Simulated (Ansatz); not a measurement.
ScAl₃ in the Cu3Au type structure (space group Pm-3m, No. 221)

```
CELL_PARAMETERS angstrom
      4.07177     0.00000     0.00000
      0.00000     4.07177     0.00000
      0.00000     0.00000     4.07177
ATOMIC_POSITIONS crystal
  Sc 0.00000 0.00000 0.00000
  Al 0.00000 0.50000 0.50000
  Al 0.50000 0.00000 0.50000
  Al 0.50000 0.50000 0.00000
```

Level of theory: PBEsol (Ansatz, a program for electronic structure), no SOC. Γ-centred 12×12×12 mesh, Fermi–Dirac width 0.05 eV.

```yaml
volume_per_atom: 16.88 Å³
density: 3.10 g/cm³
band_gap: zero
total_energy: -921.727 eV/atom (σ→0; compares only within this code and set-up)
```

Stability against distortions was not tested. The final runs are not spin-polarised.
